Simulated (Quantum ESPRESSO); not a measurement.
Checking a run of Quantum ESPRESSO on GeSb₂Te₄ (R-3m, 7 atoms in the cell). The aim is a self-consistent single point with DFT, revPBE, plane waves, PSlibrary ultrasoft (PBE) pseudopotentials.

The input file:

```fortran
&control
    calculation = 'scf'
    outdir = './tmp/'
    pseudo_dir = './'
    tprnfor = .true.
    tstress = .true.
/
&system
    ibrav = 0
    nat = 7
    ntyp = 3
    ecutwfc = 40
    ecutrho = 240
    occupations = 'smearing'
    smearing = 'marzari-vanderbilt'
    degauss = 0.019992
    input_dft = 'revpbe'
/
&electrons
    conv_thr = 1.0d-10
/
ATOMIC_SPECIES
Ge    72.6300  Sb.pbe-n-rrkjus_psl.1.0.0.UPF
Sb   121.7600  Ge.pbe-n-rrkjus_psl.1.0.0.UPF
Te   127.6000  Te.pbe-n-rrkjus_psl.1.0.0.UPF
ATOMIC_POSITIONS crystal
Ge  0.0000000000    0.0000000000    0.0000000000
Sb  0.4273000000    0.4273000000    0.4273000000
Sb  0.5727000000    0.5727000000    0.5727000000
Te  0.1327000000    0.1327000000    0.1327000000
Te  0.8673000000    0.8673000000    0.8673000000
Te  0.2898000000    0.2898000000    0.2898000000
Te  0.7102000000    0.7102000000    0.7102000000
K_POINTS automatic
4 4 4  1 1 1
CELL_PARAMETERS bohr
   3.9942200655     2.3060640300    26.0045212010
  -3.9942200655     2.3060640300    26.0045212010
   0.0000000000    -4.6121280600    26.0045212010
```

The program printed (abridged):

```
     file Sb.pbe-n-rrkjus_psl.1.0.0.UPF: wavefunction(s)  5S renormalized
     file Te.pbe-n-rrkjus_psl.1.0.0.UPF: wavefunction(s)  5S renormalized

     Message from routine setup:
     using ibrav=0 with symmetry is DISCOURAGED, use correct ibrav instead
     G-vector sticks info
   [... lines left out ...]
         2        Sb     tau(   2) = (   0.0000000   0.0000000   1.2622017  )
         3        Sb     tau(   3) = (   0.0000000   0.0000000   1.6916989  )
         4        Te     tau(   4) = (   0.0000000   0.0000000   0.3919826  )
         5        Te     tau(   5) = (   0.0000000   0.0000000   2.5619180  )
         6        Te     tau(   6) = (   0.0000000   0.0000000   0.8560404  )
         7        Te     tau(   7) = (   0.0000000   0.0000000   2.0978602  )

     number of k points=    10  Marzari-Vanderbilt smearing, width (Ry)=  0.0200
                       cart. coord. in units 2pi/alat
        k(    1) = (   0.0000000   0.0000000   0.1269508), wk =   0.0625000
        k(    2) = (   0.0000000  -0.9543807   0.2115846), wk =   0.1875000
        k(    3) = (   0.0000000   1.9087613  -0.0423169), wk =   0.1875000
   [... 7 lines left out ...]

     Dense  grid:    90093 G-vectors     FFT dimensions: ( 135, 135, 135)

     Smooth grid:    49083 G-vectors     FFT dimensions: ( 108, 108, 108)

     Initial potential from superposition of free atoms

     starting charge      36.9970, renormalised to      37.0000
     Self-consistent Calculation

     iteration #  1     ecut=    40.00 Ry     beta= 0.70

     Threshold (ethr) on eigenvalues was too large:
     Diagonalizing with lowered threshold

     total energy              =    -157.62511518 Ry
     estimated scf accuracy    <       0.09468128 Ry

     iteration #  2     ecut=    40.00 Ry     beta= 0.70
     c_bands:  1 eigenvalues not converged

     total energy              =    -157.27024152 Ry
     estimated scf accuracy    <       5.45969295 Ry

     iteration #  3     ecut=    40.00 Ry     beta= 0.70

     total energy              =    -157.67397214 Ry
     estimated scf accuracy    <       0.05212402 Ry

   [... 8 blocks of this kind left out ...]

     iteration # 12     ecut=    40.00 Ry     beta= 0.70

     total energy              =    -157.68090988 Ry
     estimated scf accuracy    <          8.4E-09 Ry

     iteration # 13     ecut=    40.00 Ry     beta= 0.70
     End of self-consistent calculation

     the Fermi energy is     5.5713 ev

!    total energy              =    -157.68090988 Ry
     estimated scf accuracy    <          5.0E-11 Ry
     smearing contrib. (-TS)   =       0.00273993 Ry
     internal energy E=F+TS    =    -157.68364981 Ry

     convergence has been achieved in  13 iterations

     Forces acting on atoms (cartesian axes, Ry/au):

     atom    1 type  1   force =     0.00000000   -0.00000000    0.00000000
     atom    2 type  2   force =     0.00000000    0.00000000    0.03109444
     atom    3 type  2   force =     0.00000000    0.00000000   -0.03109444
     atom    4 type  3   force =    -0.00000000    0.00000000   -0.02840903
   [... lines left out ...]

     Total force =     0.063064     Total SCF correction =     0.000014

          total   stress  (Ry/bohr**3)                   (kbar)     P=       -1.16
   0.00000744   0.00000000   0.00000000            1.09        0.00        0.00
   0.00000000   0.00000744   0.00000000            0.00        1.09        0.00
   0.00000000   0.00000000  -0.00003848            0.00        0.00       -5.66

   JOB DONE.
```

Task: Is this run sound? If not, what is wrong?

Result: The run is not sound. The fault is potential files assigned to the wrong elements. Each file describes one element; swapped files give the atoms the wrong cores and charges. To fix it, match the files to the elements. The run converged in 13 iterations without an error; against the sound input the pressure goes from 3.35 to -0.12 GPa and the largest force goes from 0.922 to 0.799 eV/Å. The full log also holds: “c_bands:  1 eigenvalues not converged”.

The sound input it was made from differs as follows (other fixes are possible):
```diff
-Ge    72.6300  Sb.pbe-n-rrkjus_psl.1.0.0.UPF
-Sb   121.7600  Ge.pbe-n-rrkjus_psl.1.0.0.UPF
+Ge    72.6300  Ge.pbe-n-rrkjus_psl.1.0.0.UPF
+Sb   121.7600  Sb.pbe-n-rrkjus_psl.1.0.0.UPF
-Ge  0.0000000000    0.0000000000    0.0000000000
-Sb  0.4273000000    0.4273000000    0.4273000000
-Sb  0.5727000000    0.5727000000    0.5727000000
-Te  0.1327000000    0.1327000000    0.1327000000
-Te  0.8673000000    0.8673000000    0.8673000000
-Te  0.2898000000    0.2898000000    0.2898000000
-Te  0.7102000000    0.7102000000    0.7102000000
+Ge    0.0000000000    0.0000000000    0.0000000000
+Sb    0.4273000000    0.4273000000    0.4273000000
+Sb    0.5727000000    0.5727000000    0.5727000000
+Te    0.1327000000    0.1327000000    0.1327000000
+Te    0.8673000000    0.8673000000    0.8673000000
+Te    0.2898000000    0.2898000000    0.2898000000
+Te    0.7102000000    0.7102000000    0.7102000000
```

With that input, the run converged in 16 iterations: free energy E − TS -2255.7576 eV; Fermi level (on the code's own zero) 6.75 eV; pressure 3.35 GPa; largest force (vector length) 0.922 eV/Å (DFT, revPBE, plane waves, PSlibrary ultrasoft (PBE) pseudopotentials).

On the sound input: the starting cell was generated: these elements placed on a structure prototype, without a prior relaxation; it need not be a known phase or ordering of this composition. Its lattice was rescaled by a random factor within 2.5 % of one. Spin-orbit coupling is off. With a pressure of about 3 GPa the cell is away from its equilibrium volume at this level. The run gives no clean gap (levels at the Fermi energy touch, overlap or are partly filled at this smearing), which alone does not show that the compound is a metal. Without a gap this mesh is coarse (it stands for a supercell whose shortest vector is 17 Å).
